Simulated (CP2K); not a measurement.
Band structure of CdO (Fm-3m, 2 atoms in the cell).

```xyz
2
Lattice="3.3206 0.0000 0.0000 1.6603 2.8757 0.0000 1.6603 0.9586 2.7112" Properties=species:S:1:pos:R:3 pbc="T T T"
Cd     0.0000     0.0000     0.0000
O      3.3206     1.9171     1.3556
```

Level of theory: PBE, GPW, DZVP-MOLOPT-SR-GTH basis, GTH-PBE potentials (GTH_POTENTIALS) in CP2K.

Settings: CUTOFF = 500 Ry; REL_CUTOFF = 50 Ry; SMEAR/METHOD = GAUSSIAN; SIGMA = 0.1 eV; KPOINTS/SCHEME = MONKHORST-PACK 10 10 10; GAMMA_CENTERED = T; XC_FUNCTIONAL = PBE; Cd/BASIS_SET = DZVP-MOLOPT-SR-GTH-q12; Cd/POTENTIAL = GTH-PBE-q12; O/BASIS_SET = DZVP-MOLOPT-SR-GTH-q6; O/POTENTIAL = GTH-PBE-q6; METHOD = GPW; EPS_DEFAULT = 1e-11; EXTRAPOLATION = USE_GUESS.

The starting cell comes from a database of computed structures (which also holds hypothetical and non-ambient phases and stackings), without a prior relaxation at this level. Its lattice was rescaled by a random factor within 2.5 % of one. Values carry the incompleteness of an atom-centred basis. The run gives no clean gap (levels at the Fermi energy touch, overlap or are partly filled at this smearing), which alone does not show that the compound is a metal.

Levels in eV from the Fermi level, bands 6 to 11:
| point | 6 | 7 | 8 | 9 | 10 | 11 |
|---|---|---|---|---|---|---|
| Γ | -6.60 | -1.43 | -1.43 | -1.43 | -0.56 | 19.27 |
| X | -5.90 | -4.52 | -2.44 | -2.44 | 3.79 | 8.46 |
| W | -6.00 | -3.15 | -3.15 | -2.00 | 5.94 | 8.92 |
| K | -6.19 | -3.56 | -3.02 | -1.38 | 5.35 | 8.59 |
| L | -6.34 | -3.96 | -0.11 | -0.11 | 4.39 | 7.18 |
| U | -6.19 | -3.56 | -3.02 | -1.38 | 5.35 | 8.59 |

Bands cross the Fermi level along this path, so the cell is metallic at this level.

Higher empty bands are left out: an atom-centred basis made for the valence describes them poorly.
